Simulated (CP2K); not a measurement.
# Input and output of a self-consistent single point for LiTaF6 (R-3, 8 atoms in the cell) (CP2K)

Level of theory: CP2K 2026.2 with PBEsol, GPW, DZVP-MOLOPT-SR-GTH basis, GTH-PBE potentials (GTH_POTENTIALS).

Input:

```
&GLOBAL
  PROJECT scf
  RUN_TYPE ENERGY_FORCE
  PRINT_LEVEL LOW
&END GLOBAL
&FORCE_EVAL
  METHOD Quickstep
  STRESS_TENSOR ANALYTICAL
  &DFT
    BASIS_SET_FILE_NAME BASIS_MOLOPT
    POTENTIAL_FILE_NAME GTH_POTENTIALS
    &QS
      METHOD GPW
      EPS_DEFAULT 1E-11
    &END QS
    &MGRID
      CUTOFF 550
      REL_CUTOFF 40
      NGRIDS 5
    &END MGRID
    &SCF
      SCF_GUESS ATOMIC
      EPS_SCF 1E-7
      MAX_SCF 100
      ADDED_MOS 10
      &DIAGONALIZATION
        ALGORITHM STANDARD
      &END DIAGONALIZATION
      &MIXING
        METHOD BROYDEN_MIXING
        ALPHA 0.2
        NBUFFER 8
        BETA 1
      &END MIXING
    &END SCF
    &KPOINTS
      SCHEME MONKHORST-PACK 6 6 6
      GAMMA_CENTERED T
    &END KPOINTS
    &XC
      &XC_FUNCTIONAL
        &PBE
          PARAMETRIZATION PBESOL
        &END PBE
      &END XC_FUNCTIONAL
    &END XC
    &PRINT
      &MO
        EIGENVALUES T
        OCCUPATION_NUMBERS T
        NDIGITS 8
        FILENAME mo
        &EACH
          QS_SCF 0
        &END EACH
        ADD_LAST NUMERIC
      &END MO
      &MULLIKEN OFF
      &END MULLIKEN
    &END PRINT
  &END DFT
  &SUBSYS
    &CELL
      A 5.42144200 0.00000000 0.00000000
      B 2.95696200 4.54405200 0.00000000
      C 2.95696200 1.60371700 4.25164700
      PERIODIC XYZ
    &END CELL
    &COORD
      SCALED
      Li       0.50000000     0.50000000     0.50000000
      Ta       0.00000000     0.00000000     0.00000000
      F        0.64967000     0.24538700     0.86097000
      F        0.35033000     0.75461300     0.13903000
      F        0.86097000     0.64967000     0.24538700
      F        0.13903000     0.35033000     0.75461300
      F        0.24538700     0.86097000     0.64967000
      F        0.75461300     0.13903000     0.35033000
    &END COORD
    &KIND Li
      BASIS_SET DZVP-MOLOPT-SR-GTH-q3
      POTENTIAL GTH-PBE-q3
    &END KIND
    &KIND Ta
      BASIS_SET DZVP-MOLOPT-SR-GTH-q13
      POTENTIAL GTH-PBE-q13
    &END KIND
    &KIND F
      BASIS_SET DZVP-MOLOPT-SR-GTH-q7
      POTENTIAL GTH-PBE-q7
    &END KIND
  &END SUBSYS
  &PRINT
    &FORCES ON
    &END FORCES
    &STRESS_TENSOR ON
    &END STRESS_TENSOR
  &END PRINT
&END FORCE_EVAL
```

The program printed (abridged):

```
 GLOBAL| Method name                                                        CP2K
 GLOBAL| Project name                                                        scf
 GLOBAL| Run type                                                   ENERGY_FORCE

 TOTAL NUMBERS AND MAXIMUM NUMBERS

  Total number of            - Atomic kinds:                                   3
                             - Atoms:                                          8
                             - Shell sets:                                     8
                             - Shells:                                        42
                             - Primitive Cartesian functions:                 41
                             - Cartesian basis functions:                    121
                             - Spherical basis functions:                    110

  Maximum angular momentum of- Orbital basis functions:                        3
                             - Local part of the GTH pseudopotential:          6
                             - Non-local part of the GTH pseudopotential:      4

 SCF PARAMETERS         Density guess:                                    ATOMIC
                        max_scf:                                             100
                        max_diis:                                              4
                        eps_scf:                                        1.00E-07
                        eps_diis:                                       1.00E-01
                        eps_eigval:                                     1.00E-05
                        level_shift [a.u.]:                             0.000000
                        added MOs                                        10    0
                        Mixing method:                            BROYDEN_MIXING
                                                charge density mixing in g-space
                        No outer SCF

 Extrapolation method: initial_guess

 Number of electrons:                                                         58
 Number of occupied orbitals:                                                 29
 Number of molecular orbitals:                                                39

 Number of orbital functions:                                                110
 Number of independent orbital functions:                                    110

 SCF WAVEFUNCTION OPTIMIZATION

  Step     Update method      Time    Convergence         Total energy    Change
     1 NoMix/Diag. 0.20E+00      -     2.00884104      -210.9647352754 -2.11E+02
     2 Broy./Diag. 0.20E+00      -     0.04407337      -203.9673848624  7.00E+00
     3 Broy./Diag. 0.20E+00      -     0.10669998      -208.7811456365 -4.81E+00
     4 Broy./Diag. 0.20E+00      -     0.01691363      -212.1056944133 -3.32E+00
     5 Broy./Diag. 0.20E+00      -     0.04449183      -210.4303788203  1.68E+00
     6 Broy./Diag. 0.20E+00      -     0.00621874      -211.1294261014 -6.99E-01
     7 Broy./Diag. 0.20E+00      -     0.00555911      -211.0634895769  6.59E-02
   [... 7 lines left out ...]
    15 Broy./Diag. 0.20E+00      -     0.00000369      -211.0592898131 -7.02E-05
    16 Broy./Diag. 0.20E+00      -     0.00000072      -211.0593161237 -2.63E-05
    17 Broy./Diag. 0.20E+00      -     0.00000061      -211.0592715837  4.45E-05
    18 Broy./Diag. 0.20E+00      -     0.00000047      -211.0592651165  6.47E-06
    19 Broy./Diag. 0.20E+00      -     0.00000008      -211.0592765713 -1.15E-05

  *** SCF run converged in    19 steps ***

  Electronic density on regular grids:        -57.9999999989        0.0000000011
  Core density on regular grids:               57.9999999997       -0.0000000003
  Total charge density on r-space grids:        0.0000000008
  Total charge density g-space grids:           0.0000000008

  Overlap energy of the core charge distribution:               0.00000014168098
  Self energy of the core charge distribution:               -478.90176516688103
  Core Hamiltonian energy:                                    127.30015633708908
  Hartree energy:                                             176.65855059154984
  Exchange-correlation energy:                                -36.11621847475672

  Total energy:                                              -211.05927657131789

 ENERGY| Total FORCE_EVAL ( QS ) energy [hartree]           -211.059277294360953

 FORCES| Atomic forces [hartree/bohr]
 FORCES|   Atom     x               y               z               |f|
 FORCES|      1 -7.34423889E-16  7.47394356E-15  6.21242276E-15   9.74645614E-15
 FORCES|      2  1.04509619E-13  2.27810193E-14  8.56201139E-14   1.37011092E-13
 FORCES|      3  1.01607906E-02 -4.80940557E-03  5.05645595E-03   1.23263861E-02
 FORCES|      4 -1.01607906E-02  4.80940557E-03 -5.05645595E-03   1.23263861E-02
 FORCES|      5  8.08464107E-03  6.86175555E-03 -6.28448859E-03   1.23263907E-02
 FORCES|      6 -8.08464107E-03 -6.86175555E-03  6.28448859E-03   1.23263907E-02
 FORCES|      7  1.51083039E-03  8.66252340E-03  8.63817954E-03   1.23263971E-02
 FORCES|      8 -1.51083039E-03 -8.66252340E-03 -8.63817954E-03   1.23263971E-02
 FORCES| Sum     1.03399928E-13 -4.09099837E-14  1.47343943E-13
 FORCES| Total atomic force                                       1.84595258E-13

 STRESS| Analytical stress tensor [bar]
 STRESS|                        x                   y                   z
 STRESS|      x       -2.08905504863E+04   1.37784066189E+02   9.52939569414E+01
 STRESS|      y        1.37784066189E+02  -2.10698700964E+04   5.16791809592E+01
 STRESS|      z        9.52939569414E+01   5.16791809592E+01  -2.11089198108E+04
 STRESS| 1/3 Trace                                            -2.10231134645E+04
```

The run converged in 19 iterations.

The starting cell comes from a database of computed structures (which also holds hypothetical and non-ambient phases and stackings), without a prior relaxation at this level. Values carry the incompleteness of an atom-centred basis. The potentials were made for another functional than the one used.

Cost on one core of a shared machine: roughly 50 s.
